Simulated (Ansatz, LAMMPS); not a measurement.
## Ge well of 20 atomic layers along [001] in random Si0.2Ge0.8, interfaces sharp

Cell 17.11 × 17.11 × 63.26 Å, Si83Ge709, 792 atoms. Prepared with Tersoff's 1989 multicomponent potential (SiCGe.tersoff) (LAMMPS): minimisation. 

Method: PBE, support functions at accuracy medium on the grid of 370 eV (norm-conserving potentials; Ansatz, a program for electronic structure).

Basis: localised support functions (accuracy medium) on a full density matrix. k-points: zone centre alone; occupations: Fermi-Dirac, 0.010 eV; spin polarisation not allowed. Spin-orbit coupling is left out.

- electronic character of the cell = no gap resolved at this smearing
- coordination (neighbours within 2.977 Å) = 100.0 % 4-fold
- Ge-Ge bonds, mean ± spread = 2.486 ± 0.005 Å
- Ge-Si bonds, mean ± spread = 2.440 ± 0.006 Å
- Si-Si bonds, mean ± spread = 2.395 ± 0.007 Å
- bond angles, mean ± spread = 109.5° ± 0.9°
- pressure = 0.38 GPa
- cost of the final run = about 50 core-minutes (a rough figure), 11 SCF iterations, 16 GiB
